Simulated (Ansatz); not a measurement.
Start from BaHfO₃ in the cubic perovskite structure (space group Pm-3m, No. 221).

```xyz
5
Lattice="4.1575 0.0000 0.0000 0.0000 4.1575 0.0000 0.0000 0.0000 4.1575" Properties=species:S:1:pos:R:3 pbc="T T T"
Ba     2.0788     2.0788     2.0788
Hf     0.0000     0.0000     0.0000
O      0.0000     2.0788     0.0000
O      2.0788     0.0000     0.0000
O      0.0000     0.0000     2.0788
```

Levels (all Ansatz, a quantum-chemistry and plane-wave program, PAW): PBEsol (420 eV, no SOC); r2SCAN (500 eV, no spin-orbit coupling); HSE06 (420 eV, no SOC).

At the geometry relaxed with PBEsol, these levels gave the following band gaps, in shuffled order: (a) 4.23 eV, (b) 5.21 eV, (c) 3.58 eV.

### Question
Match each gap to its level.

### Answer
(a) r2SCAN; (b) HSE06; (c) PBEsol.

Single points use the geometry relaxed with PBEsol. HSE06 was sampled on its mesh, a few special points and the semilocal edge points, so its gap is an upper bound. With Hf present, leaving out spin-orbit coupling can change the band edges. Stability against distortions was not tested. The base started in P4mm and relaxed to Pm-3m at this level.
